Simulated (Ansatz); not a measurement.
Results of r²SCAN in Ansatz (PAW) for Y (Fm-3m, No. 225, 1 atoms in the cell; start mp-9; another form than the element's usual one).

Numerical settings: plane-wave cutoff 560 eV, 18×18×18 k mesh, Fermi–Dirac smearing 0.05 eV, scalar-relativistic PAW data made under PBE.

Cell (relaxed at this level):

```yaml
crystal:
  lattice:
    - [0.00000, 2.55080, 2.55080]
    - [2.55080, 0.00000, 2.55080]
    - [2.55080, 2.55080, 0.00000]
  atoms:
    - { symbol: Y, position: [0.00000, 0.00000, 0.00000] }
```

Problem. What does this level give for the bulk modulus?

Solution. 
- bulk modulus = 37.2 GPa

The run finds no gap.

Note: the bulk modulus is −V dP/dV from two relaxed cells at ±2 % in volume; the relaxation could not lower the start's symmetry, so the cell can be a saddle point above a distorted one.

Computed values are for the static lattice.

Computing time: around 30 core-seconds (rough).

A start named mp-… is a Materials Project structure, which need not be a measured phase.

Ansatz is an electronic-structure program.
